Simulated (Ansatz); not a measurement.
Consider TiTe2 in the CdI2 type structure (space group P-3m1, No. 164; a = 3.619 Å, c = 6.225 Å; layered, stacked along the Cartesian z axis; relaxed with 0.1 eV smearing). Axes: x lies along a and z along c of the hexagonal cell.

Method: PBEsol-D3(BJ)/PAW in Ansatz (a quantum-chemistry and plane-wave program), spin-orbit coupling left out.

Base values:

```
Quantity                        Result
-----------------------------  -------
Shortest interatomic distance  2.712 Å
```

Modification: uniaxial strain ε_zz = −1.99 %, all other strain components held at zero, atoms relaxed at fixed cell.

### Question
How does this affect the shortest interatomic distance?

### Answer
The shortest interatomic distance drops by 0.010 Å to 2.702 Å.

### Question
Estimate the effect on the stress.

### Answer
The stress (xx, yy, zz, yz, xz, xy; compression positive) comes out as (0.7, 0.7, 2.2, 0.0, 0.0, 0.0) GPa.

No phonon test of stability was made. The final runs are not spin-polarised.
